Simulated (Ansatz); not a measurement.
System: wurtzite BN (high-pressure phase). Method: G0W0@HSE06 (Ansatz, an electronic-structure program, hard PAW, contour deformation).

The cell has the measured lattice parameters. Conventional cell: a = 2.5500 Å, b = 2.5500 Å, c = 4.2000 Å, α = 90.00°, β = 90.00°, γ = 120.00°.

The quasiparticle gap at Γ at a fixed k mesh 3×3×2:

| response cutoff | value (eV) |
|---|---|
| 200 eV, 279 empty bands | 11.063 |
| 250 eV, 390 empty bands | 11.138 |
| 300 eV, 513 empty bands | 11.184 |
| 400 eV, 789 empty bands | 11.235 |

Taking the value to converge with the response cutoff E as E^(−3/2), extrapolate from the last two rows.

With y = y∞ + c/w and weights w = 5196 and 8000 for the last two rows, y∞ = (w2 y2 − w1 y1)/(w2 − w1) = (8000 × 11.235 − 5196 × 11.184)/2804 = 11.330 eV, which lies 0.095 beyond the last row. Successive pairs of rows give 11.327, 11.330, 11.330. The limit also hangs on the law assumed, so its last digits aren't firm.

The other settings are not extrapolated, so this is the limit in one setting alone.

The smallest gap on this mesh is 7.53 eV, away from Γ.

Note: GW on a hybrid start was not checked against another program.
